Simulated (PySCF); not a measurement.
PySCF 2.14.0, PBE/def2-svp, df: Ti(OH)2(H)2 ([OH][TiH2][OH]), 7 atoms. The geometry is a generated start, not checked to be a minimum at this level.

```yaml
task: energy
method: pbe
basis: def2-svp
two_electron_scheme: density fitting
mol.max_memory: 3000 MB
mf.max_cycle: 100
mf.init_guess: minao (default)
mf.DIIS: CDIIS (default)
mf.diis_space: 8 (default)
mf.conv_tol: 1e-09 (default)
mf.grids.level: 3 (default)
basis_functions: 79
grid_points: 88304
```

```xyz
7

Ti    -0.3396    -0.1708    -0.1661
O      0.8153     0.6638    -1.1140
H      1.5524     1.0869    -1.5579
O     -0.0409    -0.2657     1.5186
H      0.2439    -0.1764     2.4324
H     -0.4406    -1.7003    -0.7444
H     -1.7904     0.5626    -0.3685
```

Charge 0 and multiplicity 1 are set for this test and not shown to be the ground state.

One run each on 2 threads, 1 BLAS thread. Values of level_shift (Hartree) tried: 0 (default), 0.1, 0.3, 1.

### Question
Predict the course of the Fock builds along this series.

### Answer
Fewest Fock builds, within one of each other: 0 (default) with 14, 0.1 with 14. The count rises to 47 at 1. All converge to one solution.

```json
[
 {"level_shift (Hartree)": "0 (default)", "Fock builds": "14", "end": "same solution"},
 {"level_shift (Hartree)": "0.1", "Fock builds": "14", "end": "same solution"},
 {"level_shift (Hartree)": "0.3", "Fock builds": "20", "end": "same solution"},
 {"level_shift (Hartree)": "1", "Fock builds": "47", "end": "same solution"}
]
```
